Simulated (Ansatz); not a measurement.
We look at the reaction energy. Reaction: 1/4 Si (diamond) + 1/6 MoF6 (gas) → 1/6 Mo (bcc) + 1/4 SiF4 (gas). The sign is products less reactants.

Mo (bcc, Im-3m), 1 atom in the cell; spin state with PBE: run without spin, k-point mesh 26×26×26 on the run's own vectors. Conventional cell: a = b = c = 3.1612 Å, α = β = γ = 90.00°.

Si (diamond, Fd-3m), 2 atoms in the cell, k-point mesh 10×10×10 on the run's own vectors. Conventional cell: a = 5.470 Å, b = 5.470 Å, c = 5.470 Å, α = 90.00°, β = 90.00°, γ = 90.00°.

An isolated SiF4 molecule (singlet) in a box of 13 × 13 × 14 Å.

An isolated MoF6 molecule (singlet) in a box of 15 × 15 × 16 Å.

Computed with Ansatz (plane waves, PAW), its PAW set soft_1, cutoff 420 eV. The structures are at rest with PBE; other levels are single points on them. HSE06 runs on coarser k-point meshes, mended by the PBE difference between the two meshes. Some cells are metallic or hold partly filled levels, where a hybrid on a coarse mesh is less sure. Neutral cells; Fermi-Dirac smearing of at most 0.10 eV in the solids, energies taken to zero width. The lattices are those relaxed with PBE, so at other levels the solids can be strained. A dispersion term (D3(BJ), or D4 for r2SCAN) was computed beside these levels and is taken off wherever the name lacks it. Nuclei at rest; no vibrational terms. The structures are the rest points that the relaxations reached, not proven lowest. The d electrons get no Hubbard U.

Give the value at the level HSE06.

-1.17 eV, for 1/4 Si (diamond) + 1/6 MoF6 (gas) → 1/6 Mo (bcc) + 1/4 SiF4 (gas).

Ansatz is a program for electronic structure.
